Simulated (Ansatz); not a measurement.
Consider HgTe in the zinc blende structure (space group F-43m, No. 216).

```
HgTe
1.0
    0.00000     3.25489     3.25489
    3.25489     0.00000     3.25489
    3.25489     3.25489     0.00000
Te Hg
1 1
Direct
  0.75000   0.75000   0.75000
  0.00000   0.00000   0.00000
```

Calculations: PBEsol/PAW in Ansatz (a first-principles code), no spin-orbit coupling.

Base values:

The pressure comes out as 0.0 GPa.

Now apply this change: an isotropic linear strain of +2.91 %; the atoms relax in the strained cell.

**Question.** Predict the new pressure and energy relative to the base.

**Answer.** The pressure goes from zero to -2.9 GPa; the energy grows by 31 meV/atom.

The mesh was chosen for an insulator and is coarse for the gapless case. No phonon test of stability was made. All final runs are without spin polarisation.
